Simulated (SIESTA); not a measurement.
## Worked example: self-consistent single point of YCo4Si (P-6m2, 6 atoms in the cell) in SIESTA

Method: SIESTA 5.4.2 with LDA PW92, numerical atomic orbitals DZP, PseudoDojo LDA standard norm-conserving potentials (rewritten from UPF to PSML).

This input was run:

```
# files in the folder: Y.psml Co.psml Si.psml (PseudoDojo LDA standard)
SystemName  YCo4Si
SystemLabel siesta

NumberOfAtoms                6
NumberOfSpecies              3
%block ChemicalSpeciesLabel
  1 39 Y
  2 27 Co
  3 14 Si
%endblock ChemicalSpeciesLabel
LatticeConstant              1.0 Ang
%block LatticeVectors
     5.075880000    0.000000000    0.000000000
    -2.537940000    4.395841000    0.000000000
     0.000000000    0.000000000    3.718640000
%endblock LatticeVectors
AtomicCoordinatesFormat      ScaledCartesian
%block AtomicCoordinatesAndAtomicSpecies
     2.537942538    1.465278868    0.000000000  1
    -0.000002538    2.930562132    0.000000000  2
     1.269010607    3.663221347    1.859320000  2
     0.000002538    1.465234910    1.859320000  2
    -1.269005531    3.663221347    1.859320000  2
     0.000000000    0.000000000    0.000000000  3
%endblock AtomicCoordinatesAndAtomicSpecies

XC.functional                LDA
XC.authors                   PW92
PAO.BasisSize                DZP
PAO.EnergyShift              0.01 Ry
MeshCutoff                   400 Ry
%block kgrid.MonkhorstPack
    5   0   0  0.0
    0   5   0  0.0
    0   0   6  0.0
%endblock kgrid.MonkhorstPack
OccupationFunction           FD
ElectronicTemperature        0.1 eV
Spin                         polarized
%block DM.InitSpin
  1 +0.00
  2 +3.00
  3 +3.00
  4 +3.00
  5 +3.00
  6 +0.00
%endblock DM.InitSpin

MaxSCFIterations             150
SCF.Mixer.Method             Pulay
SCF.Mixer.Weight             0.1
SCF.Mixer.History            6
SCF.DM.Tolerance             1.0E-05
Diag.ParallelOverK           true
WriteForces                  true
Charge.Mulliken              end
```

Output, abridged:

```
reinit: Reading from file input.fdf

reinit: System Name: YCo4Si
reinit: System Label: siesta

NOTE on units for spin output:
{S} is the spin magnetic moment, in units of the Bohr magneton,
assuming a g-factor for the electron spin of exactly 2.
The spin magnetic moment is then numerically equal to the charge inbalance,
in units of electrons, between the spin-up and -down channels.

coor:   Atomic-coordinates input format  =     Cartesian coordinates
coor:                                          (in units of alat)

siesta: Atomic coordinates (Bohr) and species
siesta:      4.79602   2.76898   0.00000  1        1
siesta:     -0.00000   5.53796   0.00000  2        2
siesta:      2.39808   6.92249   3.51361  2        3
siesta:      0.00000   2.76889   3.51361  2        4
siesta:     -2.39807   6.92249   3.51361  2        5
siesta:      0.00000   0.00000   0.00000  3        6

siesta: System type = bulk

initatomlists: Number of atoms, orbitals, and projectors:      6   108   108

siesta: ******************** Simulation parameters ****************************
redata: Spin configuration                          = collinear
redata: Time-Reversal Symmetry                      = T
redata: Number of Atomic Species                    =        3
redata: Mesh Cutoff                                 =   400.0000 Ry
redata: Net charge of the system                    =     0.0000 |e|
redata: Min. number of SCF Iter                     =        0
redata: Max. number of SCF Iter                     =      150
redata: SCF convergence failure will abort job
redata: SCF mix quantity                            = Hamiltonian
redata: Mix DM or H after convergence               =   F
redata: Recompute H after scf cycle                 =   F
redata: Mix DM in first SCF step                    =   T
redata: No kicks to SCF
redata: DM Mixing Weight for Kicks                  =     0.5000
   [... lines left out ...]
diag: Used triangular part                          = Lower
diag: Absolute tolerance                            =  0.100E-15
diag: Orthogonalization factor                      =  0.100E-05
diag: Memory factor                                 =  1.0000

superc: Internal auxiliary supercell:     5 x     5 x     5  =     125
superc: Number of atoms, orbitals, and projectors:    750  13500  13500

                        Single-point calculation

superc: Internal auxiliary supercell:     5 x     5 x     5  =     125
superc: Number of atoms, orbitals, and projectors:    750  13500  13500

outcell: Unit cell vectors (Ang):
        5.075880    0.000000    0.000000
       -2.537940    4.395841    0.000000
        0.000000    0.000000    3.718640

outcell: Cell vector modules (Ang)   :    5.075880    5.075880    3.718640
outcell: Cell angles (23,13,12) (deg):     90.0000     90.0000    120.0000
outcell: Cell volume (Ang**3)        :     82.9731
new_DM -- step:     1
Initializing Density Matrix...

Attempting to read DM from file... Failed...
DM filled with atomic data (user-defined):

InitMesh: MESH = 54 x 54 x 48 = 139968
InitMesh: Mesh cutoff (required, used) =   400.000   417.067 Ry

stepf: Fermi-Dirac step function
        iscf     Eharris(eV)        E_KS(eV)     FreeEng(eV)     dDmax    Ef(eV) dHmax(eV)
   scf:    1   -17652.975576   -17800.143924   -17800.344443  1.494667 -2.541853 26.689137
     spin moment: {S} , |S| = {        0.0        0.0    8.37786 }     8.37786
   scf:    2   -17879.092056   -17851.350989   -17851.523899  0.480107 -3.877103 12.200656
     spin moment: {S} , |S| = {        0.0        0.0    7.10123 }     7.10123
   scf:    3   -17857.259282   -17857.669647   -17857.872240  0.211902 -4.604767  4.432205
     spin moment: {S} , |S| = {        0.0        0.0    6.09314 }     6.09314
   scf:    4   -17858.342020   -17858.446998   -17858.645865  0.094026 -4.624203  3.898373
     spin moment: {S} , |S| = {        0.0        0.0    6.05756 }     6.05756
   scf:    5   -17859.562832   -17859.143992   -17859.368039  0.048404 -4.736999  1.299820
     spin moment: {S} , |S| = {        0.0        0.0    5.72396 }     5.72396
   scf:    6   -17859.257559   -17859.301651   -17859.548096  0.042698 -4.943179  1.186278
   [... lines left out ...]
   scf:   32   -17859.627578   -17859.627570   -17859.869427  0.000018 -5.055242  0.000492
     spin moment: {S} , |S| = {        0.0        0.0    3.51287 }     3.51287
   scf:   33   -17859.627560   -17859.627565   -17859.869427  0.000027 -5.055239  0.000388
     spin moment: {S} , |S| = {        0.0        0.0    3.51276 }     3.51276
   scf:   34   -17859.627582   -17859.627573   -17859.869427  0.000027 -5.055201  0.000262
     spin moment: {S} , |S| = {        0.0        0.0    3.51297 }     3.51297
   scf:   35   -17859.627569   -17859.627571   -17859.869427  0.000014 -5.055207  0.000194
     spin moment: {S} , |S| = {        0.0        0.0    3.51288 }     3.51288
   scf:   36   -17859.627583   -17859.627577   -17859.869427  0.000016 -5.055181  0.000242
     spin moment: {S} , |S| = {        0.0        0.0    3.51299 }     3.51299
   scf:   37   -17859.627579   -17859.627578   -17859.869427  0.000005 -5.055176  0.000137
     spin moment: {S} , |S| = {        0.0        0.0    3.51300 }     3.51300
SCF Convergence by DM+H criterion
max |DM_out - DM_in|         :     0.0000052978
max |H_out - H_in|      (eV) :     0.0001373571
SCF cycle converged after 37 iterations

Using DM_out to compute the final energy and forces

siesta: E_KS(eV) =           -17859.6276

siesta: E_KS - E_eggbox =    -17859.6276

siesta: Atomic forces (eV/Ang):
     1   -0.000016    0.000009    0.000000
     2    0.000046   -0.000025   -0.000000
     3   -0.233949   -0.135034   -0.000000
     4   -0.000031    0.270121   -0.000000
     5    0.233876   -0.135029   -0.000000
     6    0.000019   -0.000011    0.000000
   Tot   -0.000055    0.000032    0.000000
   Max    0.270121
   Res    0.110268    sqrt( Sum f_i^2 / 3N )
   Max    0.270121    constrained

Stress tensor Voigt[x,y,z,yz,xz,xy] (kbar):      150.05      150.05      164.43        0.00        0.00       -0.00
(Free)E + p*V (eV/cell)   -17867.8884
Target enthalpy (eV/cell)   -17859.8694

siesta: Program's energy decomposition (eV):
siesta: Ebs     =     -2882.257936
siesta: Eions   =     22305.465823
siesta: Ena     =      1824.648408
siesta: Ekin    =      7740.259666
siesta: Enl     =     -1965.960727
siesta: Eso     =         0.000000
siesta: Edftu   =         0.000000
siesta: DEna    =       128.003322
siesta: DUscf   =         2.945017
siesta: DUext   =         0.000000
siesta: Ex      =     -3052.216729
siesta: Ec      =      -231.840712
siesta: Exc     =     -3284.057441
siesta: Eharris =    -17859.627579
siesta: Etot    =    -17859.627578
siesta: FreeEng =    -17859.869427

siesta: Atomic forces (eV/Ang):
siesta:      1   -0.000016    0.000009    0.000000
siesta:      2    0.000046   -0.000025   -0.000000
siesta:      3   -0.233949   -0.135034   -0.000000
siesta:      4   -0.000031    0.270121   -0.000000
siesta:      5    0.233876   -0.135029   -0.000000
siesta:      6    0.000019   -0.000011    0.000000
siesta: ----------------------------------------
siesta:    Tot   -0.000055    0.000032    0.000000

siesta: Stress tensor (static) (eV/Ang**3):
siesta:     0.093654   -0.000000    0.000000
siesta:    -0.000000    0.093654   -0.000000
siesta:     0.000000    0.000000    0.102630

   [... lines left out ...]
siesta: Cell volume =         82.973127 Ang**3
siesta:        -154.84389879       -147.20161004  kBar
   [... lines left out ...]
              0.144   0.660   0.700   0.643   0.700   0.660  -0.057  -0.081

             -0.078  -0.081  -0.057
   3  7.979   0.971   0.266  -0.070   1.004   1.004   1.005   0.154   0.162
              0.170   0.695   0.703   0.755   0.745   0.717  -0.055  -0.045

             -0.075  -0.061  -0.067
   4  7.979   0.971   0.266  -0.070   1.005   1.004   1.004   0.178   0.162
              0.146   0.728   0.766   0.755   0.682   0.684  -0.073  -0.069

             -0.075  -0.036  -0.049
   5  7.979   0.971   0.266  -0.070   1.004   1.004   1.005   0.154   0.162
              0.170   0.695   0.703   0.755   0.745   0.717  -0.055  -0.045

             -0.075  -0.061  -0.067

Species: Si
Atom  Qatom  Qorb
               3s      3s      3py     3pz     3px     3py     3pz     3px
               3Pdxy   3Pdyz   3Pdz2   3Pdxz   3Pdx2-y2
   6  2.419   0.492   0.102   0.396   0.535   0.396   0.040   0.020   0.040
              0.068   0.086   0.090   0.086   0.068

mulliken: Qtot =       39.744

Mulliken Atomic Populations:
Atom #   charge [q] valence [e]      Sz [e]  Species
     1     0.090036   10.909964   -0.307833  Y
     2     0.023451   16.976549    1.417696  Co
     3     0.210713   16.789287    0.832109  Co
     4     0.210714   16.789286    0.832109  Co
     5     0.210713   16.789287    0.832120  Co
     6    -0.745626    4.745626   -0.093204  Si
 Total     0.000000                3.512998
```

The run converged in 37 iterations.

The starting cell comes from a database of computed structures (which also holds hypothetical and non-ambient phases and stackings), without a prior relaxation at this level. The magnetic order is the one reached from the typed start; others were not searched systematically. Values carry the incompleteness of an atom-centred basis. With a pressure of about -15 GPa the cell is away from its equilibrium volume at this level.

Cost on one core of a shared machine: roughly 4 min.
